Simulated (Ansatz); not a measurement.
Structures of equal composition on the (111) surface of fcc Pt: a layer of Sc in place of the second plane; a layer of Sc in place of the third plane. The slabs share one bottom face, and each structure is named by its start. These are constructed structures in small cells; real faces may alloy, dewet or reconstruct in larger ones, and not all known structures of the face are among them. Slabs of about 11 Å with all that they carry, Fermi-Dirac smearing of 0.1 eV. Bottom of the slabs: a bare face, its two planes held. Relaxed from the named starts with such symmetry as they have, on meshes of like density; energies extrapolated to zero smearing; no spin-orbit coupling, no U. Spin-polarised runs, if any, are marked in brackets, and their order is one that fits the cell; the others ran without spin.

These are PBE (plane waves to 420 eV, PAW; Ansatz, a program for electronic structure) values and carry that method's errors.

Task: Put the candidates in order of energy per 1x1 cell, lowest first, for PBE.

Result: a layer of Sc in place of the second plane (0.000 eV), a layer of Sc in place of the third plane (0.284 eV)
